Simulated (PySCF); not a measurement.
PySCF 2.14.0, TPSSH/def2-svp, df: Si(Cl)2 (Cl[Si]Cl), 3 atoms. The geometry is a generated start, not checked to be a minimum at this level.

| Quantity | Value |
|---|---|
| task | energy |
| method | tpssh |
| basis | def2-svp |
| two-electron scheme | density fitting |
| mol.max_memory | 3000 MB |
| mf.max_cycle | 100 |
| mf.DIIS | CDIIS (default) |
| mf.conv_tol | 1e-09 (default) |
| mf.grids.level | 3 (default) |
| basis functions | 54 |
| grid points | 56944 |

```xyz
3

Si     0.0486    -0.0425     0.8665
Cl     1.0098     1.2229    -0.4304
Cl    -1.0584    -1.1804    -0.4362
```

With the defaults (mf.diis = true, mf.diis_space = 8, mf.init_guess = minao, mf.level_shift = 0, newton = off, mf.damp = 0, mf.diis_start_cycle = 1) it converges in 11 Fock builds. One run each on 2 threads, 1 BLAS thread, with these changes:
- mf.init_guess = 1e
- mf.init_guess = mod_huckel
- newton = Hessian by the SCF's own integrals
- mf.level_shift = 1 Hartree
- mf.damp = 0.7, mf.diis_start_cycle = 8
- mf.level_shift = 0.3 Hartree
- mf.diis = false
- mf.diis_space = 3
- mf.diis = false, mf.damp = 0.7, mf.diis_start_cycle = 999

**Question.** Which runs fail or end elsewhere than the default run?

**Answer.** No convergence: mf.diis = false (the run ends without SCF convergence in 100 cycles). The rest reach the solution of the defaults.

```tsv
setting	Fock builds	end
the defaults	11	same solution
mf.diis_space = 3	12	same solution
mf.init_guess = mod_huckel	12	same solution
mf.init_guess = 1e	14	same solution
mf.damp = 0.7, mf.diis_start_cycle = 8	15	same solution
mf.level_shift = 0.3 Hartree	16	same solution
newton = Hessian by the SCF's own integrals	20	same solution
mf.diis = false, mf.damp = 0.7, mf.diis_start_cycle = 999	24	same solution
mf.level_shift = 1 Hartree	37	same solution
mf.diis = false	101	no convergence
```

Under newton the count holds the products with the orbital Hessian.
